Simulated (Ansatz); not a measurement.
The reference is InAs in the zinc blende structure (space group F-43m, No. 216).

```yaml
crystal:
  lattice:
    - [0.00000, 3.04364, 3.04364]
    - [3.04364, 0.00000, 3.04364]
    - [3.04364, 3.04364, 0.00000]
  atoms:
    - { symbol: In, position: [0.00000, 0.00000, 0.00000] }
    - { symbol: As, position: [0.25000, 0.25000, 0.25000] }
```

Cartesian axes are those of the cell as printed.

Level of theory: PBEsol, PAW, 420 eV (Ansatz, an electronic-structure program; no SOC).

Strains are applied to the cell and any free atomic positions relax; under biaxial strain the out-of-plane vector relaxes too.

One change was made to it. Results:

```tsv
quantity	base	after
pressure (mean of the normal stresses, compression positive)	0.0 GPa	-1.2 GPa
volume per atom	28.20 Å³	28.85 Å³
energy relative to the base (free energy F)	0 meV/atom	+5.4 meV/atom
```

Problem. Name the change that was made.
A) biaxial strain +2.08 %, plane normal [111], relaxed out of plane
B) biaxial strain +1.67 %, plane normal [111], relaxed out of plane
C) biaxial strain −0.83 %, plane normal [111], relaxed out of plane
D) biaxial strain +0.83 %, plane normal [111], relaxed out of plane

Solution. B, biaxial strain +1.67 %, plane normal [111], relaxed out of plane. For comparison, the energy relative to the base in the other runs: biaxial strain +2.08 %, plane normal [111], relaxed out of plane gives +8.4 meV/atom; biaxial strain −0.83 %, plane normal [111], relaxed out of plane gives +1.4 meV/atom; biaxial strain +0.83 %, plane normal [111], relaxed out of plane gives +1.4 meV/atom.

The mesh was chosen for an insulator and is coarse for the gapless case. Stability against distortions was not tested. All final runs are without spin polarisation.
